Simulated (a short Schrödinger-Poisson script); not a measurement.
Solved with a short Schrödinger-Poisson script written for these runs: 1D Poisson equation in equilibrium, electrons quantum, Hartree (BenDaniel-Duke, 40 states a valley, the channel's in-plane mass for all, wave functions free to enter the barrier), parabolic valleys, classical holes, full ionisation, no traps, pinning or gate leakage.

Stack: gated In0.52Al0.48As/In0.53Ga0.47As δ-doped gas in a quantum well, at 300 K.

From the gate side: 30 nm In0.52Al0.48As; 2 nm In0.52Al0.48As; 6 nm In0.53Ga0.47As; 4000 nm In0.52Al0.48As, acceptors 2e15 cm⁻³.

Constants are typed, rounded textbook-type inputs, not results; the design itself was drawn at random and stands for no fabricated device. In0.52Al0.48As: permittivity 12.5, conduction-band edge (eV) 0.52, gap (eV) 1.45, electron mass (mₑ) 0.075, Nv at 300 K (cm⁻³) 1.1e19. In0.53Ga0.47As: permittivity 13.9, conduction-band edge (eV) 0, gap (eV) 0.74, Nv at 300 K (cm⁻³) 7.7e18.

Channel valleys (confinement mass, in-plane density-of-states mass, number): Γ 0.041, 0.041, 1. At the gate the conduction-band edge of layer 1 lies 0.65 eV − eVg above the Fermi level of the channel; the field vanishes at the back. Sheet of ionised δ-doping: +3.5e12 e/cm² at 30 nm from the gate. The barrier under the gate holds no holes. Gaps are held at their typed values at every temperature. Mesh 0.08 nm at interfaces.

Give the centroid of the channel electrons at Vg = 0.4 V (nm); the capacitance at Vg = 0.4 V (μF/cm²); the sheet density of all electrons at Vg = -0.6 V (cm⁻²).

centroid of the channel electrons at Vg = 0.4 V (nm): 2.70; capacitance at Vg = 0.4 V (μF/cm²): 0.301; sheet density of all electrons at Vg = -0.6 V (cm⁻²): 1.13e12.
